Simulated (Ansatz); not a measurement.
## Pressure series in MgO

The reference is MgO (space group P6_3/mmc, No. 194; a cell from a computed database, its experimental status unchecked).

```
CELL_PARAMETERS angstrom
      3.49395     0.00000     0.00000
     -1.74697     3.02585     0.00000
      0.00000     0.00000     4.19407
ATOMIC_POSITIONS crystal
  Mg 0.66667 0.33333 0.75000
  Mg 0.33333 0.66667 0.25000
  O  0.66667 0.33333 0.25000
  O  0.33333 0.66667 0.75000
```

Cell and atoms are relaxed at each pressure.

Levels (all Ansatz, an electronic-structure program, PAW): PBEsol (420 eV, no SOC); HSE06 (420 eV, without spin-orbit coupling).

```
pressure (GPa)  band gap, PBEsol (eV)  band gap, HSE06 (eV)
--------------  ---------------------  --------------------
-1                               3.24                  4.96
0                                3.27                  5.00
0.3                              3.29                  5.02
0.7                              3.30                  5.03
1.5                                 ?                     ?
3                                3.38                  5.13
5                                3.45                  5.21
7.5                              3.53                  5.30
10                               3.61                  5.39
```

Q: Fit E_g = E₀ + αP + βP² to the rows shown and predict the withheld row.

A: Least squares on the printed values gives 

- PBEsol: E₀ = 3.28 eV, α = 36.0 meV/GPa, β = -0.25 meV/GPa² (largest residual 0.01 eV); this predicts 3.33 eV, and the run gives 3.33 eV, in agreement
- HSE06: E₀ = 5.00 eV, α = 43.5 meV/GPa, β = -0.49 meV/GPa² (largest residual 0.00 eV); this predicts 5.07 eV, and the run gives 5.07 eV, in agreement.

Single points use the geometry relaxed with PBEsol. Load acts through the strain it causes; cell and atoms are relaxed under it. No phonon test of stability was made. No other phases were tried under pressure. This is not the structure that MgO has at room temperature and ambient pressure.
